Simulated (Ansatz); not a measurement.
Base system: Ge in the diamond structure (space group Fd-3m, No. 227; a = 5.6222 Å). Axes: x, y, z lie along the cube axes.

All numbers come from LDA in Ansatz (plane waves to 420 eV, PAW, spin-orbit coupling left out).

Strains are applied to the cell and any free atomic positions relax; under biaxial strain the out-of-plane vector relaxes too.

One change was made to it. Results:

The energy grows by 1.8 meV/atom; the pressure (mean of the normal stresses, compression positive) goes from zero to -0.8 GPa; the volume per atom goes up by 0.27 Å³ to 22.48 Å³.

**Question.** Name the change that was made.
A. biaxial strain −0.50 %, plane normal [001], relaxed out of plane
B. biaxial strain +1.00 %, plane normal [001], relaxed out of plane
C. biaxial strain −2.00 %, plane normal [001], relaxed out of plane
D. biaxial strain +1.50 %, plane normal [001], relaxed out of plane

**Answer.** B, biaxial strain +1.00 %, plane normal [001], relaxed out of plane. For comparison, the energy relative to the base in the other runs: biaxial strain +1.50 %, plane normal [001], relaxed out of plane gives +3.9 meV/atom; biaxial strain −0.50 %, plane normal [001], relaxed out of plane gives +0.5 meV/atom; biaxial strain −2.00 %, plane normal [001], relaxed out of plane gives +7.7 meV/atom.

No phonon test of stability was made. Gaps under 0.05 eV, about the width of the smearing, are given as zero.

Ansatz is a quantum-chemistry and plane-wave program.
